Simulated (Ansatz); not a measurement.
The reference is ZnS in the zinc blende structure (space group F-43m, No. 216; a = 5.357 Å).

Method: Kohn–Sham DFT with the PBEsol functional, run in Ansatz (a first-principles code) with PAW and 420 eV plane waves, no spin-orbit coupling.

Before the change:

The band gap is 2.09 eV and the width of the top valence band comes out as 2.86 eV. The hole mass is 0.18, 0.68, 0.68 mₑ (at Γ). The shortest interatomic distance is 4.383 bohr.

Now apply this change: cell and atoms relaxed at a pressure of 0.9 GPa.

Q: Estimate the effect on the band gap.

A: The band gap grows by 0.049 eV (2.09 eV → 2.13 eV).

Q: How does this affect the width of the top valence band?

A: The width of the top valence band increases by 0.05 eV to 2.91 eV.

Q: Estimate the effect on the hole mass.

A: The hole mass (degenerate bands, along [100]) becomes 0.18, 0.65, 0.65 mₑ (at Γ) (base: 0.18, 0.68, 0.68 mₑ (at Γ)).

Q: How does this affect the shortest interatomic distance?

A: The shortest interatomic distance decreases by 0.016 bohr (4.383 bohr → 4.367 bohr).

Load acts through the strain it causes; cell and atoms are relaxed under it. Effective masses come from finite differences of ±0.01 Å⁻¹. Whether these cells are dynamically stable was not tested.
